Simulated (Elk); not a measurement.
# Worked example: self-consistent single point of LiAu (Pm-3m, 2 atoms in the cell) in Elk

Method: Elk with PBEsol, all-electron FP-LAPW, Elk's shipped species files, APW+lo basis with extra local orbitals.

Input as run:

```
tasks
  0

xctype
  22

rgkmax
  8.0

gmaxvr
  14.0

nxlo
  2

lorbcnd
  .true.

rmtscf
  0.98

lmaxi
  2

stype
  1

swidth
  0.00367493

scale
  5.827820882

avec
    1.0000000000    0.0000000000    0.0000000000
    0.0000000000    1.0000000000    0.0000000000
    0.0000000000    0.0000000000    1.0000000000

sppath
  'species/'

atoms
  2   : nspecies
  'Li.in'   : spfname
  1   : natoms; atposl, bfcmt below
  0.0000000000  0.0000000000  0.0000000000    0.0 0.0 0.0
  'Au.in'   : spfname
  1   : natoms; atposl, bfcmt below
  0.5000000000  0.5000000000  0.5000000000    0.0 0.0 0.0

ngridk
  11 11 11

vkloff
  0.5 0.5 0.5
```

The program printed (abridged):

```
│ Elk code version 10.2.4 │

All units are atomic (Hartree, Bohr, etc.)

│ Ground-state run starting from atomic densities │

Lattice vectors :
   5.827820882       0.000000000       0.000000000
   0.000000000       5.827820882       0.000000000
   0.000000000       0.000000000       5.827820882

Unit cell volume      :    197.9331726
Brillouin zone volume :    1.253201827

Muffin-tin inner radius fraction :   0.1000000000E-01

Nuclei treated as point charges

Species :    1 (Li)
 parameters loaded from : Li.in
 name : lithium
 nuclear charge    :   -3.000000000
 electronic charge :    3.000000000
 atomic mass :    12652.66897
 muffin-tin radius :    1.764000000
 number of radial points in muffin-tin :    297
 atomic positions (lattice), magnetic fields (Cartesian) :
   1 :   0.00000000  0.00000000  0.00000000    0.00000000  0.00000000  0.00000000

Species :    2 (Au)
 parameters loaded from : Au.in
 name : gold
 nuclear charge    :   -79.00000000
 electronic charge :    79.00000000
 atomic mass :    359048.0559
 muffin-tin radius :    2.744000000
 number of radial points in muffin-tin :    697
 atomic positions (lattice), magnetic fields (Cartesian) :
   1 :   0.50000000  0.50000000  0.50000000    0.00000000  0.00000000  0.00000000

Total number of atoms per unit cell :    2

Spin treatment :
 spin-unpolarised

Number of Bravais lattice symmetries :   48
Number of crystal symmetries         :   48
Crystal has inversion symmetry
Real symmetric eigensolver will be used

k-point grid :     11    11    11
k-point offset :   0.5000000000      0.5000000000      0.5000000000
k-point set is reduced with full crystal symmetry group
Total number of k-points :       56

Muffin-tin radius times maximum |G+k| :    8.000000000
 using average radius
Maximum |G+k| for APW functions       :    3.549245785
Maximum (1/2)|G+k|²                   :    6.298572822
Maximum |G| for potential and density :    14.00000000
 potential will be trimmed for |G| > 2 gkmax
Constant for pseudocharge density :   10
Radial integration step length :    4

G-vector grid sizes :     27    27    27
Number of G-vectors :     9093

Maximum angular momentum used for
 APW functions                      :    8
 outer part of muffin-tin           :    6
 inner part of muffin-tin           :    2

Total nuclear charge    :   -82.00000000
Total core charge       :    48.00000000
Total valence charge    :    34.00000000
Total excess charge     :    0.000000000
Total electronic charge :    82.00000000

Effective Wigner radius, rₛ :   0.8321571992

Number of empty states         :    8
Total number of valence states :   25
Total number of core states    :   48

Conduction state local-orbitals added automatically
Total number of local-orbitals :  166

Exchange-correlation functional :     22     0     0
 PBEsol, Phys. Rev. Lett. 100, 136406 (2008)
 gradient requirement :    1
 generalised gradient approximation (GGA)

Smearing type :    1
 Methfessel-Paxton order 1, Phys. Rev. B 40, 3616 (1989)
Smearing width :   0.3674930000E-02
Effective electronic temperature (K) :    1160.451112

Mixing type :    3
 Broyden mixing, J. Phys. A: Math. Gen. 17, L317 (1984)

Kohn-Sham potential initialised from atomic data

│ Self-consistent loop started │
│ Loop number : 1 │
 total energy                :     -19028.8693320
│ Loop number : 2 │
 total energy                :     -19029.8072281
RMS change in Kohn-Sham potential (target) :    20.83900432     (  0.1000000000E-05)
Absolute change in total energy (target)   :   0.9378961414     (  0.1000000000E-03)
│ Loop number : 3 │
 total energy                :     -19024.0275744
RMS change in Kohn-Sham potential (target) :    14.58138919     (  0.1000000000E-05)
Absolute change in total energy (target)   :    5.545179695     (  0.1000000000E-03)
│ Loop number : 4 │
 total energy                :     -19048.1825064
RMS change in Kohn-Sham potential (target) :    4.927580594     (  0.1000000000E-05)
Absolute change in total energy (target)   :    22.76863710     (  0.1000000000E-03)
│ Loop number : 5 │
 total energy                :     -19047.3019421
RMS change in Kohn-Sham potential (target) :    1.362188641     (  0.1000000000E-05)
Absolute change in total energy (target)   :    4.811594975     (  0.1000000000E-03)
│ Loop number : 6 │
 total energy                :     -19049.8334383
RMS change in Kohn-Sham potential (target) :   0.2386285705     (  0.1000000000E-05)
Absolute change in total energy (target)   :    3.734394937     (  0.1000000000E-03)
│ Loop number : 7 │
 total energy                :     -19050.2953524
RMS change in Kohn-Sham potential (target) :   0.2168752281E-01 (  0.1000000000E-05)
Absolute change in total energy (target)   :    1.395512866     (  0.1000000000E-03)
│ Loop number : 8 │
 total energy                :     -19050.3439181
RMS change in Kohn-Sham potential (target) :   0.2053842434E-01 (  0.1000000000E-05)
Absolute change in total energy (target)   :   0.3974438837     (  0.1000000000E-03)
│ Loop number : 9 │
 total energy                :     -19050.2517058
RMS change in Kohn-Sham potential (target) :   0.1025937320E-01 (  0.1000000000E-05)
Absolute change in total energy (target)   :   0.7148667268E-02 (  0.1000000000E-03)
│ Loop number : 10 │
 total energy                :     -19050.2502257
RMS change in Kohn-Sham potential (target) :   0.7358849189E-03 (  0.1000000000E-05)
Absolute change in total energy (target)   :   0.3070999664E-03 (  0.1000000000E-03)
│ Loop number : 11 │
 total energy                :     -19050.2250196
RMS change in Kohn-Sham potential (target) :   0.9282169753E-03 (  0.1000000000E-05)
Absolute change in total energy (target)   :   0.2512938696E-01 (  0.1000000000E-03)
│ Loop number : 12 │
 total energy                :     -19050.2271922
RMS change in Kohn-Sham potential (target) :   0.5561138440E-03 (  0.1000000000E-05)
Absolute change in total energy (target)   :   0.4109755406E-02 (  0.1000000000E-03)
│ Loop number : 13 │
 total energy                :     -19050.2272232
RMS change in Kohn-Sham potential (target) :   0.2638085682E-03 (  0.1000000000E-05)
Absolute change in total energy (target)   :   0.9963700722E-03 (  0.1000000000E-03)
│ Loop number : 14 │
 total energy                :     -19050.2280303
RMS change in Kohn-Sham potential (target) :   0.3418304641E-04 (  0.1000000000E-05)
Absolute change in total energy (target)   :   0.5580061952E-03 (  0.1000000000E-03)
│ Loop number : 15 │
 total energy                :     -19050.2282062
RMS change in Kohn-Sham potential (target) :   0.1801263800E-05 (  0.1000000000E-05)
Absolute change in total energy (target)   :   0.3154178885E-03 (  0.1000000000E-03)
│ Loop number : 16 │
 total energy                :     -19050.2282143
RMS change in Kohn-Sham potential (target) :   0.1486425137E-05 (  0.1000000000E-05)
Absolute change in total energy (target)   :   0.8690281902E-04 (  0.1000000000E-03)
│ Loop number : 17 │
 total energy                :     -19050.2281958
RMS change in Kohn-Sham potential (target) :   0.6859182836E-06 (  0.1000000000E-05)
Absolute change in total energy (target)   :   0.3206791007E-05 (  0.1000000000E-03)
Convergence targets achieved

│ Loop number : 18 │

Energies :
 Fermi                       :     0.220939950628
 sum of eigenvalues          :     -11722.4809320
 electron kinetic            :      21886.8072177
 core electron kinetic       :      20995.2357511
 Coulomb                     :     -40574.9426410
 Coulomb potential           :     -33132.4253479
 nuclear-nuclear             :     -1270.66978490
 electron-nuclear            :     -45476.1203643
 Hartree                     :      6171.84750822
 Madelung                    :     -24008.7299671
 xc potential                :     -476.862801871
 exchange                    :     -356.592976143
 correlation                 :     -5.49979360832
 total energy                :     -19050.2281930

Density of states at Fermi energy :    9.240467402
 (states/Hartree/unit cell)

Estimated indirect band gap :   0.2838753880E-02
 from k-point     20 to k-point     21
Estimated direct band gap   :   0.2688650044E-01
 at k-point     35

Charges :
 core                        :    48.00000000
 valence                     :    34.00000000
 interstitial                :    1.704639188
 muffin-tins (core leakage)
  species :    1 (Li)
   atom    1                 :    2.183310269     (   0.000000000    )
  species :    2 (Au)
   atom    1                 :    78.11205054     (  0.1325527786E-03)
 total in muffin-tins        :    80.29536081
 total calculated charge     :    81.99610951
 total charge                :    82.00000000
 error                       :   0.3890492547E-02

│ Self-consistent loop stopped │
```

The run converged in 18 iterations. The count includes the last loop, which Elk runs after its targets are met.

The starting cell comes from a database of computed structures (which also holds hypothetical and non-ambient phases and stackings), without a prior relaxation at this level. Spin-orbit coupling is off. Values depend on the basis (sphere radii, cutoffs, local orbitals), which need not be converged. The log's line on a gap gives a spacing of levels on this mesh, which the program prints for metals too.
